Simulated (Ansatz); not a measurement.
**A computed series for TiSi2: response to strain**

Start from TiSi₂ (space group Fddd, No. 70; a = 4.7602 Å, b = 8.1802 Å, c = 8.4999 Å). Axes: x, y, z lie along a, b, c of the conventional cell.

Strains are applied to the cell and any free atomic positions relax.

Computed with Kohn–Sham DFT with the PBEsol functional, run in Ansatz (a program for electronic structure) with PAW and 420 eV plane waves, scalar-relativistic without spin-orbit coupling.

Candidates:
(a) tensor shear ε_xy = −1.95 %
(b) tensor shear ε_xz = −0.97 %
(c) strain tensor (xx, yy, zz, yz, xz, xy) = (+0.02, +1.02, +0.57, +0.17, +2.14, +1.25) %

Notes on the quantities. energy relative to the base: free energy F.

**Question.** Order them by energy relative to the base, lowest first.

**Answer.** (b) tensor shear ε_xz = −0.97 % (+1.8 meV/atom), (a) tensor shear ε_xy = −1.95 % (+8.2 meV/atom), (c) strain tensor (xx, yy, zz, yz, xz, xy) = (+0.02, +1.02, +0.57, +0.17, +2.14, +1.25) % (+14 meV/atom)

Without a gap, meshes like the base's 13×13×13 leave anisotropic stresses uncertain by several tenths of a GPa, and small strain energies with them. No phonon test of stability was made. All final runs are without spin polarisation.
